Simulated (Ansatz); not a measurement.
The reference is Al in the fcc (Cu type) structure (space group Fm-3m, No. 225; a = 3.9839 Å; relaxed with 0.1 eV smearing). Axes: x, y, z lie along the cube axes.

The values are results of DFT with LDA, PAW potentials and a 420 eV plane-wave cutoff in Ansatz (a program for electronic structure), spin-orbit coupling left out, not measurements.

Base values:

| Property | Value |
|---|---|
| Pressure | 0.0 GPa |

It is then changed as follows: biaxial strain +1.50 %, plane normal [001], relaxed out of plane (Cartesian); in-plane vectors clamped, the third vector and the atoms free.

Problem. What happens to the out-of-plane strain, energy relative to the base and pressure?

Solution. The out-of-plane strain is -1.60 %; the energy increases by 2.2 meV/atom; the pressure (mean of the normal stresses, compression positive) goes from zero to -1.0 GPa.

Whether these cells are dynamically stable was not tested.
